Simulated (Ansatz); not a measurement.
We consider CsCl-type MnPd, described by LDA (Ansatz, a program for electronic structure, plane waves, PAW).

Settings: plane-wave cutoff 520 eV, 18×18×18 k mesh, Fermi–Dirac smearing 0.05 eV, spin-polarised with parallel moments, scalar-relativistic PAW data made under PBE.

Cell (relaxed at this level):

```
CELL_PARAMETERS angstrom
      3.02862     0.00000     0.00000
      0.00000     3.02862     0.00000
      0.00000     0.00000     3.02862
ATOMIC_POSITIONS crystal
  Pd 0.50000 0.50000 0.50000
  Mn 0.00000 0.00000 0.00000
```
Starting moments (μB, in the order of the record's atoms Pd Mn): 0.0 4.0.

### Question
Estimate the bulk modulus that the calculation returns.

### Answer

- bulk modulus = 170 GPa

The run finds no gap.

Note: the magnetic order was assumed, not searched for or taken from measurement; the bulk modulus is −V dP/dV from two relaxed cells at ±2 % in volume; the relaxation could not lower the start's symmetry, so the cell can be a saddle point above a distorted one; the volume lies 11 % below that of the published cell.
